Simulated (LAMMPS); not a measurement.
MD of CdTe (zinc blende) at zero pressure, 4096 atoms, as a crystal; each row is its own run.

All values are model results, not measurements: classical MD, pair style sw, file CdTe.sw, run in LAMMPS.

```csv
T (K),volume (Å³/atom)
200,34.627
300,34.723
610,35.010
810,35.200
1220,35.625
1420,35.871
1620,36.156
```

Task: Fit a straight line, y = a + b x, to these rows (x is the first column, y the second) and predict the run at x = 1010.

Result: Least squares gives a = 34.386 and b = 0.001054. At x = 1010 the fit predicts 35.450 Å³/atom. The run itself gave 35.399 ± 0.001 Å³/atom, so the fit is 0.14 % high.

Caution (rows 1420; 1620): this crystal lies over the melting point of about 1360 K that CdTe.sw gives, so it is superheated.
